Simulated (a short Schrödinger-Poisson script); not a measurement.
Structure: gated Al0.3Ga0.7N/GaN polarisation-induced gas, at 300 K.

| layer | material | thickness (nm) | Na (cm⁻³) |
|---|---|---|---|
| 1 | Al0.3Ga0.7N | 10 | - |
| 2 | GaN | 6000 | 3e14 |

The device is made up for the run: typed textbook-type constants, with dimensions and the other settings drawn at random. Al0.3Ga0.7N: permittivity 9.32, conduction-band edge (eV) 0.414, gap (eV) 4.021, electron mass (mₑ) 0.236, Nv at 300 K (cm⁻³) 4.6e19. GaN: permittivity 9.5, conduction-band edge (eV) 0, gap (eV) 3.43, Nv at 300 K (cm⁻³) 4.6e19.

Channel valleys (confinement mass, in-plane density-of-states mass, number): Γ 0.2, 0.2, 1. At the gate the conduction-band edge of layer 1 lies 1.23 eV − eVg above the Fermi level of the channel; the field vanishes at the back. Sheet of polarisation charge: +1.5e13 e/cm² at 10 nm from the gate. The barrier under the gate holds no holes. Gaps are held at their typed values at every temperature. Mesh 0.08 nm at interfaces.

From a short Schrödinger-Poisson script (our own, NumPy): 1D Poisson equation in equilibrium, electrons quantum, Hartree plus LDA exchange-correlation (BenDaniel-Duke, 40 states a valley, the channel's in-plane mass for all, wave functions free to enter the barrier), parabolic valleys, classical holes, full ionisation, no traps, pinning or gate leakage.

The same stack at other levels of the model or other numerical settings:

| run | sheet density of all electrons at Vg = 0.5 V (cm⁻²) | sheet density of all electrons at Vg = -1 V (cm⁻²) | capacitance at Vg = 0.5 V (μF/cm²) | centroid of the channel electrons at Vg = 0.5 V (nm) | rough cost against the base |
|---|---|---|---|---|---|
| base | 1.16e13 | 4.64e12 | 0.766 | 2.02 | about 1 |
| electrons treated as classical, Boltzmann | 1.25e13 | [?] | 0.804 | 0.95 | 0.009 |
| electrons treated as classical, Fermi-Dirac | 1.14e13 | 4.66e12 | [?] | 1.95 | 0.07 |
| electrons treated as quantum, Hartree | 1.14e13 | 4.48e12 | 0.761 | [?] | 0.6 |
| mesh six times as coarse | 1.16e13 | 4.63e12 | 0.766 | 1.95 | 0.3 |
| one subband a valley | 1.16e13 | 4.62e12 | 0.760 | 1.42 | 0.3 |

Question: What belongs in the gaps?

Answer: 
- electrons treated as classical, Fermi-Dirac, capacitance at Vg = 0.5 V (μF/cm²): 0.733
- electrons treated as classical, Boltzmann, sheet density of all electrons at Vg = -1 V (cm⁻²): 5.03e12
- electrons treated as quantum, Hartree, centroid of the channel electrons at Vg = 0.5 V (nm): 2.23

The classical rows ignore confinement, and Boltzmann statistics overrate the density once the band edge passes the Fermi level.
